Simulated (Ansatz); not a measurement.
**Several settings converged on CaMg (Pmm2, 4 atoms in the cell)**

```
CaMg
1.0
    5.69089     0.00000     0.00000
    0.00000     3.90916     0.00000
    0.00000     0.00000     5.71262
Ca Mg
2 2
Direct
  0.75000   0.50000   0.75418
  0.25000   0.50000   0.25457
  0.75000   0.00000   0.24229
  0.25000   0.00000   0.75771
```

Base method: LDA (PW92), default PAW files made with PBE (plane waves; Ansatz, an electronic-structure program).

Base settings: basis.ecutwfc = 420 eV; kpoints.mp_grid.grid = 4 7 4; hamiltonian.xc = lda; hamiltonian.pseudopotentials = {kind: paw} (the program's default PAW files); scf.occupations.method = fermi_dirac; scf.occupations.width = 0.1 eV.

The count of work is k-points × plane waves × bands × iterations; it is no time. Core times come from one kind of shared machine, to one figure; runs under 30 s give none.

**The cutoff for other potential files**

Level: DFT, LDA (PW92), plane waves, harder PAW files (source: ansatz) made with PBE.

In this ladder: hamiltonian.pseudopotentials = {kind: paw, source: ansatz}.

The second cell is the first with its lattice scaled by 0.98.

The mesh stays at the base's, so the ladder's end is converged at best in this setting alone.

The first pressure column holds Ansatz's estimate of the finite-basis (Pulay) stress, which hides part of the cutoff error; the other is without it.

Only quantities that move along the ladder and can be compared are tabulated.

```csv
basis.ecutwfc,free energy less the last step's (meV/atom),energy of the compressed cell less the first (meV/atom),pressure (GPa),pressure without the Pulay estimate (GPa),largest difference of a force vector from the last step's (eV/Å),count of work / last,core time / last (rough)
280 eV,5361.44,-28.78,-2.61,-140.14,0.131,0.096,–
340 eV,1039.73,-23.20,-2.41,-34.93,0.014,0.13,–
435 eV,71.50,-20.25,-2.37,-5.45,0.001,0.18,–
525 eV,4.85,-20.30,-2.37,-2.60,0.000,0.27,–
620 eV,1.32,-20.30,-2.37,-2.38,0.000,0.35,–
745 eV,0.86,-20.30,-2.37,-2.38,0.000,0.46,0.5
930 eV,0.37,-20.30,-2.37,-2.37,0.000,0.65,0.6
1240 eV,0.00,-20.30,-2.37,-2.37,0.000,1.0,1
```

Coarsest basis.ecutwfc that holds the forces within 0.02 eV/Å of the last step, with all finer ones: 340 eV, at 0.13 of the last step's count of work; the step before is off by 0.13 eV/Å.

Coarsest basis.ecutwfc that holds the energy of the compressed cell less the first within 0.5 meV/atom of the last step, with all finer ones: 435 eV, at 0.18 of the last step's count of work; the step before is off by 2.9 meV/atom.

Coarsest basis.ecutwfc that holds the pressure without the Pulay estimate within 0.2 GPa of the last step, with all finer ones: 620 eV, at 0.35 of the last step's count of work; the step before is off by 0.23 GPa.

The energy difference between the two cells stays within 1 meV/atom of the last step's from 435 eV on, the total only from 745 eV on: much of the error is common to both cells and cancels.

At the lowest cutoff the pressure without the Pulay estimate lies 138 GPa under the last step's, the usual sign of Pulay stress in an incomplete plane-wave basis.

**The relaxed cell against the cutoff**

On CaMg (Pmma, 4 atoms in the cell): atoms on their sites.

In this ladder: relax = cell and atoms.

The mesh stays at the base's, so the ladder's end is converged at best in this setting alone.

Only quantities that move along the ladder and can be compared are tabulated.

| basis.ecutwfc | relaxed volume (Å³/atom) | relaxation steps | core time / last (rough) |
|---|---|---|---|
| 210 eV | 29.152 | 64 | 1 |
| 250 eV | 28.735 | 26 | 0.7 |
| 295 eV | 28.744 | 12 | 0.4 |
| 355 eV | 28.734 | 9 | 0.4 |
| 420 eV | 28.730 | 7 | 0.4 |
| 505 eV | 28.728 | 7 | 0.6 |
| 630 eV | 28.728 | 7 | 0.6 |
| 840 eV | 28.728 | 7 | 1 |

Coarsest basis.ecutwfc that holds the relaxed volume within 0.029 Å³/atom of the last step, with all finer ones: 250 eV; the step before is off by 0.42 Å³/atom.

At the lowest cutoff the cell relaxes to a volume 1.5 % larger than at the highest. Ansatz relaxes on a stress corrected for the finite basis.

On the base run: the starting cell comes from a database of computed structures (which also holds hypothetical and non-ambient phases and stackings), without a prior relaxation at this level. Its lattice was rescaled by up to half a per cent. One atom was moved a little off its site on purpose.

Keys are those of Ansatz 0.2.
